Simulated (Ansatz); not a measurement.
## What biaxial strain +1.00 %, plane normal [001], relaxed out of plane does to Y

The parent structure is Y in the hcp (Mg type) structure (space group P6_3/mmc, No. 194; a = 3.652 Å, c = 5.703 Å; relaxed with 0.1 eV smearing). Axes: x lies along a and z along c of the hexagonal cell.

It is then changed as follows: biaxial strain +1.00 %, plane normal [001], relaxed out of plane (Cartesian); in-plane vectors clamped, the third vector and the atoms free.

Computed with PBE in Ansatz (plane waves to 420 eV, PAW, without spin-orbit coupling). k-mesh 18×18×10 (Γ-centred); smearing 0.1 eV (Fermi–Dirac).

The space group stays P6_3/mmc (No. 194) and the shortest interatomic distance is nearly the same (354.6 pm against 354.7 pm). The pressure (mean of the normal stresses, compression positive) goes from zero to -0.6 GPa and the band gap stays zero. The out-of-plane strain is -0.53 % and the mean in-plane stress (compression positive) amounts to -0.9 GPa.

Final structure (turned so that z lies along the plane normal):

```
CELL_PARAMETERS angstrom
      3.68887     0.00000     0.00000
      1.84444     3.19466     0.00000
      0.00000     0.00000     5.67293
ATOMIC_POSITIONS crystal
  Y  0.66667 0.66667 0.75000
  Y  0.33333 0.33333 0.25000
```

No phonon test of stability was made. All final runs are without spin polarisation.

Ansatz is a first-principles code.
